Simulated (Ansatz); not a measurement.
Start from BAs in the zinc blende structure (space group F-43m, No. 216).

```
CELL_PARAMETERS angstrom
      0.00000     2.36609     2.36609
      2.36609     0.00000     2.36609
      2.36609     2.36609     0.00000
ATOMIC_POSITIONS crystal
  B  0.00000 0.00000 0.00000
  As 0.25000 0.25000 0.25000
```

Cartesian axes are those of the cell as printed.

Calculations: LDA (Ansatz, a first-principles code, PAW, no SOC).

The change: the cell is stretched by 1.50 % along z with no lateral relaxation; the atoms relax in the strained cell.

Task: Predict the stress tensor and what it implies for the stiffness.

Result: Stress of the strained cell less that of the base (GPa, compression positive):
```
  -1.05    0.00    0.00
   0.00   -1.05    0.00
   0.00    0.00   -4.27
```

Then −Δσ_ii/ε with ε = 0.0150 gives secant stiffness values (nonlinear terms included at this strain): C33 ≈ 285 GPa, C13 ≈ 70 GPa and C23 ≈ 70 GPa.

No phonon test of stability was made.
